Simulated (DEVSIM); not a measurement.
Structure: illuminated Si p-on-n cell, one wavelength, with a back-surface field, at 300 K.

Layer 1 from the left is Si, thickness (μm) 0.0690, Na (cm⁻³) 2.6e18, τn (s) 2.2e-8, τp (s) 4.1e-9, absorption coefficient (cm⁻¹) 130. Layer 2 from the left is Si, thickness (μm) 110, Nd (cm⁻³) 2.4e17, τn (s) 1.8e-7, τp (s) 1.8e-7, absorption coefficient (cm⁻¹) 130. Layer 3 from the left is Si, thickness (μm) 1.70, Nd (cm⁻³) 6.7e18, τn (s) 1.8e-7, τp (s) 1.8e-7, absorption coefficient (cm⁻¹) 130.

Left contact: ohmic, minority electron recombination velocity 20000 cm/s. Right contact: ohmic, minority hole recombination velocity 2e6 cm/s. Voltage is applied to the left contact. Recombination: SRH at mid-gap, radiative, Auger. Gap narrowing is on: ΔEg = 6.92 meV × (l + √(l² + 0.5)), l = ln(N/1.3e17 cm⁻³), shared equally by both band edges. Light enters at the left, 1.7e17 photons cm⁻² s⁻¹, one pass, no reflection. Mobility is constant in doping.

This is a model device: material constants are rounded textbook-type values typed into the input, and sizes, dopings and lifetimes were drawn at random. Values at 300 K.

Si: gap (eV) 1.124, affinity (eV) 4.05, permittivity 11.7, Nc (cm⁻³) 2.86e19, Nv (cm⁻³) 3.1e19, μn (cm²/Vs) 1417, μp (cm²/Vs) 470, B (cm³/s) 4.7e-15, Cn (cm⁶/s) 2.8e-31, Cp (cm⁶/s) 9.9e-32.

Simulated with DEVSIM: 1D drift-diffusion, Boltzmann statistics, complete ionisation; no tunnelling, impact ionisation, image-force lowering or self-heating.

Question: What does the simulation give for the short-circuit current, the fill factor, the dark forward voltage at 100 A/cm²?

Answer: short-circuit current 4.43 mA/cm²; fill factor 0.81; dark forward voltage at 100 A/cm² 0.841 V.
